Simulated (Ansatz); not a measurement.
Start from TiN in the rock salt structure (space group Fm-3m, No. 225; a = 4.205 Å; relaxed with 0.1 eV smearing). Axes: x, y, z lie along the cube axes.

Structures relaxed with PBEsol (Ansatz, a program for electronic structure, PAW, without spin-orbit coupling).

Base:

Simulated powder pattern, Cu Kα1, λ = 1.54056 Å (kinematic, ideal powder, no thermal factors, no anomalous dispersion; the 14 strongest lines at most, above 2 %, up to 2θ = 90°):

```
2θ (°)  I/Imax (%)    hkl
------  ----------  -----
37.00           68  (111)
42.99          100  (200)
62.42           55  (220)
74.83           24  (311)
78.79           17  (222)
```

After one change:

Simulated powder pattern, Cu Kα1, λ = 1.54056 Å (kinematic, ideal powder, no thermal factors, no anomalous dispersion; the 14 strongest lines at most, above 2 %, up to 2θ = 90°):

```csv
2θ (°),I/Imax (%)
35.94,51
36.22,50
36.65,48
37.26,46
41.94,100
42.49,96
42.84,93
60.30,29
60.62,28
61.70,27
61.84,26
62.14,26
62.68,25
76.19,13
```

### Question
Which change produced these results?
A. strain tensor (xx, yy, zz, yz, xz, xy) = (+1.13, +2.45, +0.38, +1.77, +0.30, −0.91) %
B. isotropic strain +0.46 %
C. isotropic strain +2.94 %
D. uniaxial stress, 2 GPa tension along x

### Answer
A, strain tensor (xx, yy, zz, yz, xz, xy) = (+1.13, +2.45, +0.38, +1.77, +0.30, −0.91) %. Its volume per atom is 9.66 Å³ against 9.29 Å³, and its space group is P-1 (No. 2).

Beyond what the load breaks, stability against distortions was not tested. The final runs are not spin-polarised.
